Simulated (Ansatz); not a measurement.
The starting structures come from a database of crystals and need not be the phases stable at ambient conditions.

 Where the default PAW files enter, the runs use the earlier of Ansatz's two default sets.

Tunnelling through a barrier is set by its complex band structure: the current falls as exp(−2κd) with the smallest κ.

```xyz
4
Lattice="3.9966 0.0000 0.0000 -1.9983 3.4612 0.0000 0.0000 0.0000 6.5868" Properties=species:S:1:pos:R:3 pbc="T T T"
Be     1.9983     1.1537     3.2962
Be     0.0000     2.3075     0.0028
Te     1.9983     1.1537     5.7606
Te     0.0000     2.3075     2.4672
```

Space group of this cell: P6_3mc, wurtzite. The cell is taken as given.

Transport runs along the normal of the first two printed cell vectors, the (001) plane of the conventional cell.

The gap is the functional's own. No spin-orbit coupling. Mid-gap values are interpolated on the energy grid.

Question: Predict the band gap and the smallest decay constant κ at mid-gap from r2SCAN in Ansatz (a program for electronic structure).

Answer: Gap 2.59 eV on a 12×12×6 mesh; κ = 0.174 1/Å, at the zone centre.
